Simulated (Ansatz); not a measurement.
Base system: Cu in the fcc (Cu type) structure (space group Fm-3m, No. 225; a = 3.5768 Å).

All numbers come from Kohn–Sham DFT with the r2SCAN functional, run in Ansatz (a first-principles code) with PAW and 500 eV plane waves, no spin-orbit coupling.

Base values:

The density comes out as 9.22 g/cm³.

Now apply this change: cell and atoms relaxed at a pressure of 9 GPa.

Task: How does this affect the density?

Result: The density rises by 0.46 g/cm³, from 9.22 g/cm³ to 9.68 g/cm³.

Load acts through the strain it causes; cell and atoms are relaxed under it. No phonon test of stability was made. Competing high-pressure phases were not computed. The final runs are not spin-polarised.
